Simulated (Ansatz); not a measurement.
# Hypothetical CdI2 type SiO2, carrier doping

Start from SiO2 in the CdI2 type structure (space group P-3m1, No. 164; a = 2.6703 Å, c = 4.5421 Å; a hypothetical phase, not in the database extracts checked; layered, stacked along the Cartesian z axis).

Carriers are added at fixed cell with a uniform background; the Fermi–Dirac width is that of 300 K.

All numbers come from r2SCAN+rVV10, PAW, 500 eV (Ansatz, an electronic-structure program; without spin-orbit coupling).

Notes on the quantities. Fermi level from band edge: Fermi level relative to the doped band's edge (positive inside the band; to 0.05 eV).

| variant | Fermi level from band edge | gap between the host's bands |
|---|---|---|
| undoped | – | 7.21 eV |
| electrons 1.0×10^21 cm⁻³ | +0.70 eV | 7.18 eV |
| electrons 1.5×10^21 cm⁻³ | +0.85 eV | 7.17 eV |
| electrons 3.0×10^21 cm⁻³ | +1.25 eV | 7.13 eV |
| electrons 5.0×10^21 cm⁻³ | +1.65 eV | 7.08 eV |
| holes 1.0×10^21 cm⁻³ | +0.05 eV | 7.24 eV |
| holes 1.5×10^21 cm⁻³ | +0.05 eV | 7.25 eV |
| holes 3.0×10^21 cm⁻³ | +0.10 eV | 7.30 eV |
| holes 5.0×10^21 cm⁻³ | +0.15 eV | 7.37 eV |

Charged cell with a jellium background: band edges are those of the host's band count, energies are not comparable with the neutral cell, and many-body gap narrowing is missing. No phonon test of stability was made.
